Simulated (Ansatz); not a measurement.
Start from MoSi₂ (space group I4/mmm, No. 139; a = 3.190 Å, c = 7.822 Å; relaxed with 0.1 eV smearing). Axes: x, y, z lie along a, b, c of the conventional cell.

Method: PBEsol/PAW in Ansatz (an electronic-structure program), without spin-orbit coupling.

Modification: uniaxial strain ε_xx = −2.50 %, all other strain components held at zero, atoms relaxed at fixed cell.

Q: Predict the stress tensor and what it implies for the stiffness.

A: Stress of the strained cell less that of the base (GPa, compression positive):
```
   11.0     0.0     0.0
    0.0     3.4     0.0
    0.0     0.0     2.7
```

Then −Δσ_ii/ε with ε = -0.0250 gives secant stiffness values (nonlinear terms included at this strain): C11 ≈ 440 GPa, C12 ≈ 136 GPa and C13 ≈ 106 GPa.

As a check, the harmonic strain energy −½ V₀ Δσ:ε is 11 meV/atom; the computed energy rise is 11 meV/atom.

Whether these cells are dynamically stable was not tested. The final runs are not spin-polarised.
